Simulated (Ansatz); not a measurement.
Consider SnTe in the rock salt structure (space group Fm-3m, No. 225; a = 6.289 Å).

Structures relaxed with DFT with PBEsol, PAW potentials and a 420 eV plane-wave cutoff in Ansatz (a first-principles code), scalar-relativistic without spin-orbit coupling.

Base:

Simulated powder pattern, Cu Kα1, λ = 1.54056 Å (kinematic, ideal powder, no thermal factors, no anomalous dispersion; the 8 strongest lines at most, above 2 %, up to 2θ = 90°):

```
2θ (°)  I/Imax (%)    hkl
------  ----------  -----
28.36          100  (200)
40.54           76  (220)
50.21           27  (222)
58.67           13  (400)
66.43           34  (420)
73.75           25  (422)
87.72          8.2  (440)
```

The change: cell and atoms relaxed at a pressure of 100 GPa.

How do the reflections move or split?


Simulated powder pattern, Cu Kα1, λ = 1.54056 Å (kinematic, ideal powder, no thermal factors, no anomalous dispersion; the 8 strongest lines at most, above 2 %, up to 2θ = 90°):

```tsv
2θ (°)	I/Imax (%)	hkl
34.59	100	(200)
49.73	70	(220)
61.99	24	(222)
72.97	11	(400)
83.33	31	(420)
```

The indices refer to the base's conventional cell; one index is shown for lines that coincide.

Load acts through the strain it causes; cell and atoms are relaxed under it. No phonon test of stability was made. Competing high-pressure phases were not computed. The final runs are not spin-polarised.
